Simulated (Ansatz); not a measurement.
CdTe: response to strain

Consider CdTe in the zinc blende structure (space group F-43m, No. 216; a = 6.558 Å). Axes: x, y, z lie along the cube axes.

Strains are applied to the cell and any free atomic positions relax; under biaxial strain the out-of-plane vector relaxes too; under stress the whole cell relaxes.

Calculations: Ansatz (an electronic-structure program) r2SCAN, no spin-orbit coupling.

Candidates:
(a) isotropic strain +1.87 %
(b) uniaxial stress, 1 GPa tension along z
(c) biaxial strain −4.00 %, plane normal [111], relaxed out of plane
(d) uniaxial strain ε_xx = −0.70 %
(e) biaxial strain −4.94 %, plane normal [001], relaxed out of plane

Notes on the quantities. energy relative to the base: free energy F.

Order them by energy relative to the base, lowest first.

(d) uniaxial strain ε_xx = −0.70 % (+0.3 meV/atom), (b) uniaxial stress, 1 GPa tension along z (+3.9 meV/atom), (a) isotropic strain +1.87 % (+13 meV/atom), (e) biaxial strain −4.94 %, plane normal [001], relaxed out of plane (+24 meV/atom), (c) biaxial strain −4.00 %, plane normal [111], relaxed out of plane (+26 meV/atom)

Beyond what the load breaks, stability against distortions was not tested.
